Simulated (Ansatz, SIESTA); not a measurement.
## Be₃Rh (P1, 8 atoms in the cell) computed with different codes at matched settings

Self-consistent single point, at a second geometry (atoms moved at random). First geometry:

```yaml
crystal:
  lattice:
    - [4.79878, 0.00000, 0.00000]
    - [-2.39939, 4.15587, 0.00000]
    - [0.00000, 0.00000, 3.73551]
  atoms:
    - { symbol: Be, position: [0.16015, 0.32031, 0.25000] }
    - { symbol: Be, position: [0.83984, 0.67969, 0.75000] }
    - { symbol: Be, position: [0.83984, 0.16015, 0.75000] }
    - { symbol: Be, position: [0.16015, 0.83984, 0.25000] }
    - { symbol: Be, position: [0.67969, 0.83984, 0.25000] }
    - { symbol: Be, position: [0.32031, 0.16015, 0.75000] }
    - { symbol: Rh, position: [0.33333, 0.66667, 0.75000] }
    - { symbol: Rh, position: [0.66667, 0.33333, 0.25000] }
```

Second geometry:
```
Be3Rh
1.0
    4.79878     0.00000     0.00000
   -2.39939     4.15587     0.00000
    0.00000     0.00000     3.73551
Be Rh
6 2
Direct
  0.15921   0.32862   0.26965
  0.82974   0.66437   0.75355
  0.84032   0.16666   0.76801
  0.17783   0.84477   0.24325
  0.67886   0.83692   0.24873
  0.32373   0.16186   0.73456
  0.32889   0.66755   0.73315
  0.66142   0.32926   0.24909
```

Shared settings, as Ansatz (a first-principles code) writes them: kpoints.mp_grid.grid = 11 11 12; scf.occupations.method = fermi_dirac; scf.occupations.width = 0.1 eV. Potentials and cutoffs stand in the table.

```
code                                                                                                                       model  ΔF from the first geometry (meV/atom)  pressure (GPa)  largest force (eV/Å)       cutoff
------  ------------------------------------------------------------------------------------------------------------------------  -------------------------------------  --------------  --------------------  -----------
SIESTA  LDA PW92, numerical atomic orbitals DZP, PseudoDojo LDA standard norm-conserving potentials (rewritten from UPF to PSML)                                   13.9          -11.17                 0.875  grid 300 Ry
Ansatz                                                                                       LDA (PW92), PAW files made with PBE                                   14.2           -4.67                 0.815      default
```

Size of the force on each atom (eV/Å): Sizes of forces hide their directions.

| code | Be1 | Be2 | Be3 | Be4 | Be5 | Be6 | Rh7 | Rh8 |
|---|---|---|---|---|---|---|---|---|
| SIESTA | 0.875 | 0.310 | 0.419 | 0.626 | 0.060 | 0.628 | 0.802 | 0.394 |
| Ansatz | 0.815 | 0.319 | 0.420 | 0.585 | 0.070 | 0.571 | 0.743 | 0.389 |

On Ansatz's run: spin polarisation is off.

The spread over the programs that give each value: ΔF from the first geometry within 0.3 meV/atom; pressure within 6.50 GPa; largest force within 0.060 eV/Å.

SIESTA uses small atom-centred bases, whose incompleteness enters pressures, forces and empty levels differently from a plane-wave cutoff. Ansatz's pressure is given at a fixed set of plane waves, as the other plane-wave codes print theirs; with its correction for the finite basis it is -4.64 GPa.

The starting cell comes from a database of computed structures (which also holds hypothetical and non-ambient phases and stackings), without a prior relaxation at this level. Its lattice was rescaled by a random factor within 2.5 % of one. For this run, on top of that: atoms moved at random.

Keys are those of Ansatz 0.2.
